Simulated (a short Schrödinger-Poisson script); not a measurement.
System: gated Al0.4Ga0.6As/GaAs δ-doped gas, at 300 K.

```csv
layer,material,thickness (nm),Na (cm⁻³)
1,Al0.4Ga0.6As,10,-
2,Al0.4Ga0.6As,2,-
3,GaAs,6000,6e15
```

Constants are typed, rounded textbook-type inputs, not results; the design itself was drawn at random and stands for no fabricated device. Al0.4Ga0.6As: permittivity 11.76, conduction-band edge (eV) 0.316, gap (eV) 1.923, electron mass (mₑ) 0.1002, Nv at 300 K (cm⁻³) 9e18. GaAs: permittivity 12.9, conduction-band edge (eV) 0, gap (eV) 1.424, Nv at 300 K (cm⁻³) 9e18.

Channel valleys (confinement mass, in-plane density-of-states mass, number): Γ 0.067, 0.067, 1. At the gate the conduction-band edge of layer 1 lies 1.07 eV − eVg above the Fermi level of the channel; the field vanishes at the back. Sheet of ionised δ-doping: +2.2e12 e/cm² at 10 nm from the gate. The barrier under the gate holds no holes. Gaps are held at their typed values at every temperature. Mesh 0.08 nm at interfaces.

Solved with a short Schrödinger-Poisson script written for these runs: 1D Poisson equation in equilibrium, electrons quantum, Hartree (BenDaniel-Duke, 40 states a valley, the channel's in-plane mass for all, wave functions free to enter the barrier), parabolic valleys, classical holes, full ionisation, no traps, pinning or gate leakage.

The same stack at other levels of the model or other numerical settings:

```
run                                                                  sheet density of all electrons at Vg = 0.5 V (cm⁻²)  capacitance at Vg = 0.5 V (μF/cm²)  centroid of the channel electrons at Vg = 0.5 V (nm)  gate voltage at 1e11 electrons/cm² (V)  rough cost against the base
-------------------------------------------------------------------  ---------------------------------------------------  ----------------------------------  ----------------------------------------------------  --------------------------------------  ---------------------------
base                                                                                                             1.26e11                               0.350                                                  7.84                                    0.49                      about 1
electrons treated as classical, Boltzmann                                                                        1.65e11                               0.432                                                  5.28                                    0.48                         0.04
electrons treated as classical, Fermi-Dirac                                                                      1.56e11                               0.397                                                  5.60                                    0.48                          0.2
electrons treated as quantum, Hartree plus LDA exchange-correlation                                                  [?]                               0.375                                                   [?]                                    0.48                      about 1
mesh six times as coarse                                                                                         1.26e11                               0.350                                                  7.85                                    0.49                          0.2
one subband a valley                                                                                             1.10e11                                 [?]                                                  5.98                                    0.50                          0.3
```

Task: Some entries are withheld; supply them.

Result: 
- electrons treated as quantum, Hartree plus LDA exchange-correlation, centroid of the channel electrons at Vg = 0.5 V (nm): 7.62
- one subband a valley, capacitance at Vg = 0.5 V (μF/cm²): 0.332
- electrons treated as quantum, Hartree plus LDA exchange-correlation, sheet density of all electrons at Vg = 0.5 V (cm⁻²): 1.38e11

The classical rows ignore confinement, and Boltzmann statistics overrate the density once the band edge passes the Fermi level.
